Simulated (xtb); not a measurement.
xtb 6.7.1, GFN1-xTB: Si(NCO)2(NMe2)(OMe) (CO[Si](N=C=O)(N=C=O)N(C)C), 21 atoms. The geometry is a generated start, not checked to be a minimum at this level.

| Property | Value |
|---|---|
| run flags | --grad |
| method | GFN1-xTB |
| --acc | 1 (default) |
| --etemp (K) | 300 (default) |
| basis functions | 72 |
| valence electrons | 66 |

```xyz
21

C      2.4210    -0.3191    -1.3268
O      1.3527     0.5575    -1.0869
Si     0.2868     0.5607     0.1240
N      1.0058     0.4618     1.6860
C      1.5660     0.9487     2.6131
O      2.1047     1.3223     3.5625
N     -0.4024     2.1391     0.0063
C     -1.0403     2.9728    -0.5490
O     -1.6562     3.8355    -1.0062
N     -0.7933    -0.7670     0.0807
C     -1.3550    -1.2290    -1.1701
C     -1.6166    -1.1246     1.2160
H      2.9064     0.0019    -2.2485
H      3.1393    -0.2782    -0.5054
H      2.0691    -1.3454    -1.4377
H     -0.6868    -0.9813    -1.9903
H     -1.4882    -2.3136    -1.1326
H     -2.3307    -0.7707    -1.3666
H     -2.5809    -0.6048     1.1958
H     -1.8035    -2.2011     1.2013
H     -1.0980    -0.8655     2.1343
```

One run each on 1 thread. Values of broydamp tried: 0.02, 0.05, 0.1, 0.2, 0.4 (default), 0.6, 0.8, 1.

Task: How does the count of SCC iterations change with broydamp, and where is it least?

Result: Fewest SCC iterations, within one of each other: 0.2 with 13, 0.4 (default) with 12, 0.6 with 13. The count rises to 22 at 0.02. All converge to one solution.

```
broydamp       SCC iterations            end
-------------  --------------  -------------
0.02                       22  same solution
0.05                       19  same solution
0.1                        16  same solution
0.2                        13  same solution
0.4 (default)              12  same solution
0.6                        13  same solution
0.8                        14  same solution
1                          15  same solution
```
